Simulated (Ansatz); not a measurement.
## What pressure 9 GPa does to LaB6

Take LaB$_{6}$ (space group Pm-3m, No. 221; a = 4.1299 Å) as the base.

Perturbation: cell and atoms relaxed at a pressure of 9 GPa.

Method: DFT with PBEsol, PAW potentials and a 420 eV plane-wave cutoff in Ansatz (an electronic-structure program), without spin-orbit coupling. k-mesh 11×11×11 (Γ-centred); smearing 0.05 eV (Fermi–Dirac).

| quantity | base | changed | shift |
|---|---|---|---|
| volume per atom | 10.06 Å³ | 9.61 Å³ | -0.45 Å³ |
| density | 4.80 g/cm³ | 5.03 g/cm³ | +0.23 g/cm³ |
| lattice parameter a | 7.804 bohr | 7.686 bohr | -0.1186 bohr |
| shortest interatomic distance | 3.116 bohr | 3.060 bohr | -0.056 bohr |
| band gap | zero | zero | – |

Load acts through the strain it causes; cell and atoms are relaxed under it. Whether these cells are dynamically stable was not tested. No other phases were tried under pressure. The final runs are not spin-polarised. An odd electron count without spin: LaB6.
